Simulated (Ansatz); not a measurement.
The starting structures come from a database of crystals and need not be the phases stable at ambient conditions.

The decay constant κ of evanescent states in the gap governs leakage through a thin film.

Given:

```
AlGaAs2
1.0
    3.93109     0.00000     0.00000
   -1.96555     3.40443     0.00000
    1.96555     1.13481     6.41496
Al Ga As
1 1 2
Direct
  0.00048   0.00024   0.99928
  0.99973   0.49986   0.50041
  0.75031   0.87516   0.37453
  0.74945   0.37472   0.87583
```

Space group of this cell: R3m. The cell is strained (all lengths scaled by 0.98); by r2SCAN its mean pressure is 5.2 GPa.

Transport runs along the normal of the first two printed cell vectors, the (001) plane of the conventional cell.

No gap correction and no spin-orbit coupling; mid-gap values are interpolated between computed energies.

State the band gap and the smallest decay constant κ at mid-gap according to r2SCAN in Ansatz (an electronic-structure program).

Gap 1.65 eV on a 10×10×10 mesh; κ = 0.107 1/Å, at the zone centre.
